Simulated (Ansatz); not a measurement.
**BaO: 7 layers**

The parent structure is BaO in the rock salt structure (space group Fm-3m, No. 225; a = 5.4896 Å). Axes: x, y, z lie along the cube axes.

The change: a free-standing slab of 7 layers (14 atoms, 2 a layer) is cut normal to the z axis, with 15 Å of vacuum and the in-plane cell held at bulk.

The values are results of Ansatz (an electronic-structure program), PBEsol, PAW, cutoff 420 eV, scalar-relativistic without spin-orbit coupling, not measurements. Γ-centred 9×9×1 mesh, Fermi–Dirac width 0.05 eV, for the changed cell.

| quantity | base | changed | shift |
|---|---|---|---|
| layer's space group (with vacuum) | – | P4/mmm (No. 123) | – |
| shortest interatomic distance | 2.745 Å | 2.547 Å | -0.198 Å |
| band gap | 1.84 eV | 1.96 eV | +0.12 eV |
| gap character | – | indirect, M → Γ | – |
| smallest direct gap | 1.84 eV | 1.99 eV | +0.15 eV |
| excess energy per area of both faces (slab less bulk energy over the cell's area: twice a surface energy) | – | 0.71 J/m² | – |
| thickness between the outermost nuclei | – | 16.42 Å | – |
| change of the spacing d12 from its bulk value of 2.745 Å | – | -6.3 % | – |
| change of the spacing d23 from its bulk value of 2.745 Å | – | +3.4 % | – |

Final structure:

```yaml
crystal:
  lattice:
    - [3.88176, 0.00000, 0.00000]
    - [0.00000, 3.88176, 0.00000]
    - [0.00000, 0.00000, 31.46892]
  atoms:
    - { symbol: O, position: [0.25000, 0.75000, 0.24409] }
    - { symbol: Ba, position: [0.75000, 0.25000, 0.23915] }
    - { symbol: O, position: [0.75000, 0.25000, 0.32164] }
    - { symbol: Ba, position: [0.25000, 0.75000, 0.32504] }
    - { symbol: O, position: [0.25000, 0.75000, 0.41416] }
    - { symbol: Ba, position: [0.75000, 0.25000, 0.41284] }
    - { symbol: O, position: [0.75000, 0.25000, 0.50000] }
    - { symbol: Ba, position: [0.25000, 0.75000, 0.50000] }
    - { symbol: O, position: [0.25000, 0.75000, 0.58584] }
    - { symbol: Ba, position: [0.75000, 0.25000, 0.58716] }
    - { symbol: O, position: [0.75000, 0.25000, 0.67836] }
    - { symbol: Ba, position: [0.25000, 0.75000, 0.67496] }
    - { symbol: O, position: [0.25000, 0.75000, 0.75591] }
    - { symbol: Ba, position: [0.75000, 0.25000, 0.76085] }
```

Cost of the whole job for the changed cell (relaxation, final SCF and bands): around 5 core-minutes (rough).

The excess energy carries the mismatch between the slab's and the bulk's meshes. Whether these cells are dynamically stable was not tested. Labels are those of the standard path for the cell's own space group.
